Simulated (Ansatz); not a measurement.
# TiSe2: response to strain

The reference is TiSe2 in the CdI2 type structure (space group P-3m1, No. 164; a = 3.4801 Å, c = 5.8719 Å; layered, stacked along the Cartesian z axis; relaxed with 0.1 eV smearing).

Strains are applied to the cell and any free atomic positions relax.

Level of theory: PBE-D3(BJ)/PAW in Ansatz (an electronic-structure program), scalar-relativistic without spin-orbit coupling.

Notes on the quantities. energy relative to the base: free energy F.

```tsv
isotropic strain (%)	energy relative to the base (meV/atom)
-2.2	14.3
-1.48	6.2
0	0.0
1	2.6
2.94	?
5.81	71.6
```

### Question
Fit ΔE = Aε² + Bε³ (ε in %) to the rows shown and predict the withheld row.

### Answer
Least squares on the printed values gives A = 2.72 and B = -0.10 meV/atom (largest residual 0.1 meV/atom); this predicts 20.9 meV/atom, and the run gives 20.5 meV/atom, 0.4 lower.

Whether these cells are dynamically stable was not tested. All final runs are without spin polarisation.
